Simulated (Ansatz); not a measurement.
The starting structures come from a database of crystals and need not be the phases stable at ambient conditions.

The decay constant κ of evanescent states in the gap governs leakage through a thin film.

Data:

```
CELL_PARAMETERS angstrom
      6.89375     0.00000     0.00000
      0.37034     6.88379     0.00000
      2.54481     2.41158     2.29161
ATOMIC_POSITIONS crystal
  Sr 0.33333 0.66667 0.26353
  Sr 0.66667 0.33333 0.73647
  Mg 0.00000 0.00000 0.00000
  H  0.17654 0.35308 0.23563
  H  0.82346 0.64692 0.76437
  H  0.64692 0.82346 0.29487
  H  0.35308 0.17654 0.70513
  H  0.17654 0.82346 0.76525
  H  0.82346 0.17654 0.23475
```

Space group of this cell: P-3m1. The cell is taken as given.

Transport runs along the normal of the first two printed cell vectors, the (111) plane of the conventional cell.

The gap is the functional's own, uncorrected, and κ follows it; spin-orbit coupling is left out. Mid-gap values are interpolated between the computed energies.

### Question
Compute, with r2SCAN (Ansatz, a quantum-chemistry and plane-wave program), the band gap and the smallest decay constant κ at mid-gap.

### Answer
Gap 3.32 eV on a 14×14×14 mesh; κ = 0.329 1/Å, at (0.167, 0.333) of the in-plane reciprocal vectors. At the zone centre, at the nearest computed energy, the slowest state has κ = 0.37 1/Å.
